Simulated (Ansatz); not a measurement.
Base system: SiO₂ (space group P3_121, No. 152; a = 5.022 Å, c = 5.510 Å). Axes: x lies along a and z along c of the hexagonal cell.

Calculations: Ansatz (a quantum-chemistry and plane-wave program), PBE, PAW, cutoff 420 eV, spin-orbit coupling left out.

Base values:

```
Item                                    Value
-----------------------------  --------------
Electron mass                  0.51 mₑ (at Γ)
Shortest interatomic distance         1.626 Å
```

One thing is altered: tensor shear ε_yz = +0.19 % (engineering shear γ = 0.0038); the atoms relax in the strained cell.

Problem. How does this affect the largest internal atomic displacement?

Solution. The largest internal atomic displacement comes out as 0.011 Å.

Problem. What does the calculation give for the electron mass after the change?

Solution. The electron mass remains 0.51 mₑ (at Γ).

Problem. How does this affect the stress?

Solution. The stress (xx, yy, zz, yz, xz, xy; compression positive) comes out as (0.08, -0.06, 0.01, -0.20, 0.00, 0.00) GPa.

Problem. What does the calculation give for the shortest interatomic distance after the change?

Solution. The shortest interatomic distance stays essentially unchanged (1.626 Å against 1.625 Å).

The levels and masses belong to the bands next to the band gap. Effective masses come from finite differences of ±0.01 Å⁻¹. Whether these cells are dynamically stable was not tested.
